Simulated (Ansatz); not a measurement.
Nb3Ru (Fm-3m), PBEsol, DFPT electron-phonon coupling, linearised Boltzmann equation run with Ansatz (a quantum-chemistry and plane-wave program): phonon-limited resistivity 8.91 μΩ·cm at 300 K, 12.3 μΩ·cm at 400 K, current-weighted mean free path 12.3 nm, Drude plasma energy 5.91 eV.

**Question.** What is the classical skin depth at 1 GHz (nonmagnetic, μ₀ = 1.257×10⁻⁶ H/m)?

**Answer.** δ = √(ρ/(π f μ₀)) = 4750 nm.

**Question.** What Drude relaxation time do resistivity and plasma energy imply?

**Answer.** ω_p = 8.98e15 s⁻¹, so τ = 1/(ε₀ ω_p² ρ) = 15.7 fs, a damping ħ/τ of 41.9 meV.

**Question.** What temperature coefficient of resistance follows, and how does it compare with 1/T?

**Answer.** (ρ₄₀₀ − ρ₃₀₀)/(100 K × ρ₃₀₀) = 3.80×10⁻³ K⁻¹, against 1/T = 3.33×10⁻³ K⁻¹ for a resistivity proportional to T. It lies higher because phonons are still being populated at 300 K; impurities would add a constant and lower it.

A metal at this level (no band gap). Only scattering by harmonic phonons is included (no impurities, grain boundaries, electron-electron scattering or thermal expansion). Spin-orbit coupling is left out. Halving the electron mesh (24x24x24) moves the resistivity by up to 1 % at 300 K, the mean free path by up to 4 %. Smearing 0.20 eV; phonons on a 4x4x4 q mesh, which this run doesn't test.

Computed structure with no diffraction record at hand here (it may be known, metastable or hypothetical): Nb3Ru (Fm-3m).
